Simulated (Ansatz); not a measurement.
# A computed series for BP: pressure series

Consider BP in the zinc blende structure (space group F-43m, No. 216; a = 4.5483 Å).

Cell and atoms are relaxed at each pressure.

The values are results of DFT with PBE, PAW potentials and a 420 eV plane-wave cutoff in Ansatz (a first-principles code), no spin-orbit coupling, earlier PAW set, not measurements.

Notes on the quantities. hole mass: degenerate bands, along [100].

```
case              shortest interatomic distance                   hole mass  smallest direct gap
----------------  -----------------------------  --------------------------  -------------------
base                                    1.969 Å  0.26, 0.26, 0.33 mₑ (at Γ)              3.39 eV
pressure −2 GPa                         1.978 Å  0.26, 0.26, 0.33 mₑ (at Γ)              3.38 eV
pressure −1 GPa                      (withheld)  0.26, 0.26, 0.33 mₑ (at Γ)              3.39 eV
pressure 1.8 GPa                        1.962 Å  0.26, 0.26, 0.34 mₑ (at Γ)              3.41 eV
pressure 4.2 GPa                        1.953 Å  0.25, 0.25, 0.35 mₑ (at Γ)              3.43 eV
pressure 9 GPa                          1.937 Å  0.25, 0.25, 0.36 mₑ (at Γ)              3.47 eV
pressure 18 GPa                         1.909 Å  0.25, 0.25, 0.38 mₑ (at Γ)              3.55 eV
pressure 30 GPa                         1.879 Å  0.24, 0.24, 0.41 mₑ (at Γ)              3.65 eV
pressure 45 GPa                         1.846 Å  0.24, 0.24, 0.44 mₑ (at Γ)              3.77 eV
pressure 60 GPa                         1.819 Å  0.24, 0.24, 0.47 mₑ (at Γ)              3.89 eV
```

Task: Fill in the withheld entries from the trend.

Result: 
- pressure −1 GPa, shortest interatomic distance: 1.974 Å

Load acts through the strain it causes; cell and atoms are relaxed under it. Masses are band curvatures over ±0.01 Å⁻¹ around the edge. Whether these cells are dynamically stable was not tested. No other phases were tried under pressure.
